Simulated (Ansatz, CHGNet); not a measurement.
**SiGe (model structure, started from the NiAs type, P6₃/mmc, No. 194, 4 atoms in the cell): properties by level of theory**

```csv
level (code),equilibrium lattice constant a (Å),c axis length (Å)
CHGNet 0.3.0,(withheld),6.752
CHGNet-r²SCAN,(withheld),(withheld)
PBE (Ansatz),3.611,6.471
PBE-D3(BJ) (Ansatz),3.533,6.468
r²SCAN (Ansatz),(withheld),(withheld)
r²SCAN+rVV10 (Ansatz),3.642,6.221
```

Q: What belongs in the gaps?

A: 
- CHGNet 0.3.0, equilibrium lattice constant a (Å): 3.488
- CHGNet-r²SCAN, equilibrium lattice constant a (Å): 3.506
- CHGNet-r²SCAN, c axis length (Å): 6.502
- r²SCAN (Ansatz, a first-principles code), equilibrium lattice constant a (Å): 3.669
- r²SCAN (Ansatz), c axis length (Å): 6.188

Ansatz's density-functional and Hartree–Fock values are scalar-relativistic unless marked +SOC, with PAW data made under PBE.

A model structure was made by putting elements into a prototype or built by hand; it is no filed structure, need not be a known phase, and can be a saddle point held by its symmetry.
